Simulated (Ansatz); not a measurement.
Functionals compared on a constructed model of the (100) surface of fcc Al, a pseudomorphic layer of Ru in the host's stacking (bottom of the slab: a bare face, its two planes held), in Ansatz (plane waves, PAW). The structure was relaxed with PBE; the other rows are single points on it. Cutoff 420 eV (500 eV for r2SCAN).

Set-up: 7 atoms, 12.0 Å thick at the start; mesh 13x13x1; 0.1 eV smearing; dipole correction on; 2 atoms held, the rest relaxed; symmetry of the start imposed; no spin, no spin-orbit, no U. It is one candidate, not shown to be the stable structure of the face. These notes are the PBE run's.

```json
[
 {"functional": "PBE", "work function of the top face (eV)": "4.69", "rough cost of the single point": "–"},
 {"functional": "RPBE", "work function of the top face (eV)": "4.51", "rough cost of the single point": "around 13 core-seconds (rough)"},
 {"functional": "r2SCAN", "work function of the top face (eV)": "?", "rough cost of the single point": "very roughly 30 core-seconds"}
]
```

Task: What belongs in the gaps?

Result: 
- r2SCAN, work function of the top face (eV): 4.62

Ansatz is a program for electronic structure.
